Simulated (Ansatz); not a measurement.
## Band gap of Ag4HgGe2S7 (Cc, No. 9; cell taken from a computed entry) at several levels of theory

No measured value is used here.

| level (code) | value (eV) |
|---|---|
| LDA (Ansatz) | 0.37 |
| PBEsol (Ansatz) | 0.46 |
| r²SCAN+SOC (Ansatz) | 0.87 (direct) |
| HSE06 (Ansatz) | 1.56 |
| PBE0 (Ansatz) | 2.20 |

Computed values are for a static lattice. Spin–orbit coupling is included only where a level's name says +SOC; with heavier elements it mostly lowers gaps and can invert bands.  Values are at the PBEsol cell. Cutoffs and k meshes differ between the levels. Ansatz's density-functional and Hartree–Fock values are scalar-relativistic unless marked +SOC, with PAW data made under PBE.

Ansatz is a quantum-chemistry and plane-wave program.
